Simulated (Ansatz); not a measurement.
Start from Si in the diamond structure (space group Fd-3m, No. 227; a = 5.444 Å). Axes: x, y, z lie along the cube axes.

The values are results of r2SCAN (Ansatz, a quantum-chemistry and plane-wave program, PAW, no spin-orbit coupling), not measurements.

Modification: uniaxial strain ε_zz = −3.00 %, all other strain components held at zero, atoms relaxed at fixed cell.

**Question.** Predict the stress tensor and what it implies for the stiffness.

**Answer.** Stress of the strained cell less that of the base (GPa, compression positive):
```
   2.09    0.00    0.00
   0.00    2.09    0.00
   0.00    0.00    5.17
```

Then −Δσ_ii/ε with ε = -0.0300 gives secant stiffness values (nonlinear terms included at this strain): C33 ≈ 172 GPa, C13 ≈ 70 GPa and C23 ≈ 70 GPa.

As a check, the harmonic strain energy −½ V₀ Δσ:ε is 9.8 meV/atom; the computed energy rise is 9.7 meV/atom.

Stability against distortions was not tested.
